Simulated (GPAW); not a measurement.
**Equation of state of WC-type WC (space group 187): energy against volume (GPAW, LDA)**

```xyz
2
Lattice="2.7968 0.0000 0.0000 -1.3984 2.4221 0.0000 0.0000 0.0000 2.7295" Properties=species:S:1:pos:R:3 pbc="T T T"
W      0.0000     0.0000     0.0000
C      0.0000     1.6147     1.3648
```

Method: LDA (Perdew-Wang 92), GPAW PAW datasets LDA (gpaw-data 1.0.1) (plane waves; GPAW). Settings: mode = pw; ecut = 1040 eV; xc = LDA; kpts = 23 23 21; mesh shift (steps) = 0 0 0; occupations.name = fermi-dirac; occupations.width = 0.05 eV; nbands = -10; convergence.forces = 0.001 eV/Å; symmetry.symmorphic = false; symmetry.tolerance = 0.0005; maxiter = 100. The cell above is the first row's. The rows scale it uniformly. In all rows fractional positions and the k mesh are held. E is the free energy at the stated smearing, counted from the lowest row.

```
V (Å^3/atom)  E (meV/atom)
------------  ------------
9.245                    ?
9.446                60.26
9.647                27.24
9.848                 7.60
10.049                0.00
10.250                3.27
10.451               16.33
10.652               38.22
10.853               68.07
```

Problem. Fit E against V with the third-order Birch-Murnaghan form, a cubic in V^(-2/3), and predict the withheld value at V = 9.245.

Solution. With u = V^(-2/3) - 0.214, the rows have u = 0.009787, 0.006668, 0.003655, 0.000743, -0.002074, -0.004800, -0.007440, -0.009998. Least squares gives E = -0.147 - 286.61·u + 656889·u² + 310871·u³. Residuals (row less fit): 0.000, -0.001, 0.004, -0.003, 0.000, 0.001, 0.001, 0.000; standard error 0.003 (degrees of freedom: 4). Its minimum lies at u = 0.000218, so V0 = (0.214218)^(-3/2) = 10.09. There d²E/du² = 1314000 and d³E/du³ = 1865000, so B0 = (4/9) × 10.09^(-7/3) × 1314000 × 0.160218 = 426 GPa (the last factor turns the table's units into GPa), and B0' = 4 + (2/3) × 0.214218 × (1865000)/1314000 = 4.2. The program's pressures in the fitted runs (not shown) pass through zero at V = 10.08, 0.03 % from this V0. At the withheld row, u = 0.013019, so E = -0.147 - 286.61 × 0.013019 + 656889 × 0.013019² + 310871 × 0.013019³ = 108.147 meV/atom. The calculation gives 108.11 meV/atom, 0.037 meV/atom below the prediction (under 0.05 % of the range of E in the table). The row lies outside the fitted rows, so this is an extrapolation. From the scatter of the fitted rows alone, a prediction at this place has a standard error of 0.008 meV/atom, so the miss is 4.7 times that.

Carrying the step between the two nearest rows on in a straight line would have given 93.28, off by 14.83; series whose last step already gives the withheld value aren't shown. The scan was laid around a cell of about the measured size, scaled by a guess for this functional; axis ratios and inner coordinates come from that cell. The runs keep the symmetry of the cell, so they don't test it for distortions. Spin polarisation is off. Spin-orbit coupling is off. The shape of the cell and the inner coordinates aren't relaxed, so V0 and B0 belong to this uniform scaling; a relaxed crystal lies no higher in energy and is usually softer. Cutoffs and mesh are single choices, not tested for convergence of this quantity. Series with a scatter that would blur these digits, or in which a gap closes, are not shown. Nor are scans whose minimum lies at an end fitted in this form.

Terms beyond the fitted order, or numerical noise in single rows, can give a miss of this size; the table doesn't tell which.
